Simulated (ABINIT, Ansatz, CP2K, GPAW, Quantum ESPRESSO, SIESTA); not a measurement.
## Cd (P6_3/mmc, 4 atoms in the cell) computed with different codes at matched settings

Self-consistent single point, at a second geometry (lattice scaled by 0.98). First geometry:

```
CELL_PARAMETERS angstrom
      3.18870     0.00000     0.00000
     -1.59435     2.76150     0.00000
      0.00000     0.00000    10.25967
ATOMIC_POSITIONS crystal
  Cd 0.00000 0.00000 0.00000
  Cd 0.00000 0.00000 0.50000
  Cd 0.33333 0.66667 0.25000
  Cd 0.66667 0.33333 0.75000
```

Shared settings, as Ansatz (a first-principles code) writes them: kpoints.mp_grid.grid = 8 8 3; scf.occupations.method = gaussian; scf.occupations.width = 0.0073 Ry. Potentials and cutoffs stand in the table.

```tsv
code	model	ΔF from the first geometry (meV/atom)	pressure (GPa)	cutoff
CP2K	PBE, GPW, DZVP-MOLOPT-SR-GTH basis, GTH-PBE potentials (GTH_POTENTIALS)	19.1	4.21	grid 500 Ry
ABINIT	PBE, PAW (JTH v2.0 PBE PAW)	12.0	3.02	20 Ha
Ansatz	PBE, default PAW files	12.0	3.10	default
GPAW	PBE, GPAW PAW datasets PBE (gpaw-data 1.0.1)	8.1	2.52	550 eV
Quantum ESPRESSO	PBE, GBRV 1.5 ultrasoft (PBE) pseudopotentials	13.6	2.91	40 Ry
SIESTA	GGA PBE, numerical atomic orbitals TZP, PseudoDojo PBE standard norm-conserving potentials (rewritten from UPF to PSML)	-4.6	1.38	grid 300 Ry
```

For Quantum ESPRESSO (by 0.4 GPa) the energy change implies a higher mean pressure, against the two pressures, than for the other programs: a sign of finite-basis (Pulay) stress.

The spread over the programs that give each value: ΔF from the first geometry within 23.7 meV/atom; pressure within 2.83 GPa.

CP2K and SIESTA use small atom-centred bases, whose incompleteness enters pressures, forces and empty levels differently from a plane-wave cutoff. Ansatz's pressure is given at a fixed set of plane waves, as the other plane-wave codes print theirs; with its correction for the finite basis it is 3.17 GPa. In the pressure, CP2K (by 1.24) and SIESTA (by 1.58) lie more than 1 GPa from the median of the plane-wave programs.

The starting cell was generated: these elements placed on a structure prototype, without a prior relaxation; it need not be a known phase or ordering of this composition. Its lattice was rescaled by a random factor within 2.5 % of one. For this run, on top of that: lattice scaled by 0.98.

Left out of this page: Elk (not drawn, or without a comparable value); FLEUR (with a known weakness of the program).

Keys are those of Ansatz 0.2.
